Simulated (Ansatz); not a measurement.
We consider L1₂ (Cu3Au-type) Ni3Al, described by r²SCAN (Ansatz, an electronic-structure program, PAW).

Numerical settings: plane-wave cutoff 600 eV, 12×12×12 k mesh, Fermi–Dirac smearing 0.1 eV, finite displacements, spin-polarised with parallel moments, scalar-relativistic PAW data made under PBE.

The cell has the measured lattice parameters. Conventional cell: a = 3.5670 Å, b = 3.5670 Å, c = 3.5670 Å, α = 90.00°, β = 90.00°, γ = 90.00°.

Harmonic phonon frequencies (cm⁻¹; i marks an imaginary mode):

```csv
q point,frequencies
Γ,0 0 0 204 204 204 222 222 222 321 321 321
X,143 143 172 172 199 203 212 246 246 305 305 307
M,138 155 155 155 195 195 209 245 247 301 314 314
```

No imaginary mode appears at these points.

Note: the cell isn't this level's own, so it is under some stress, which shifts stiffness and frequencies.
